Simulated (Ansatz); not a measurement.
End structure of a constructed model of the (0001) surface of hcp Zr, a pseudomorphic layer of Hf in the host's stacking (bottom of the slab: a bare face, its two planes held):

```
CELL_PARAMETERS angstrom
      3.23249     0.00000     0.00000
     -1.61625     2.79942     0.00000
      0.00000     0.00000    32.50000
ATOMIC_POSITIONS crystal
  Zr 0.66667 0.33333 0.25343
  Zr 0.33333 0.66667 0.33297
  Zr 0.66667 0.33333 0.41328
  Zr 0.33333 0.66667 0.49302
  Zr 0.66667 0.33333 0.57228
  Zr 0.33333 0.66667 0.65431
  Hf 0.66667 0.33333 0.72797
```

Slab: 7 atoms, 16.0 Å thick at the start; k 13x13x1, smearing 0.1 eV, dipole-corrected; 2 atoms held, the rest relaxed; symmetry of the start imposed; no spin, no spin-orbit, no U. It is one candidate, not shown to be the stable structure of the face.

Question: Estimate the work function of the top face that PBE (Ansatz, a first-principles code) returns for this input.

Answer: 4.25 eV
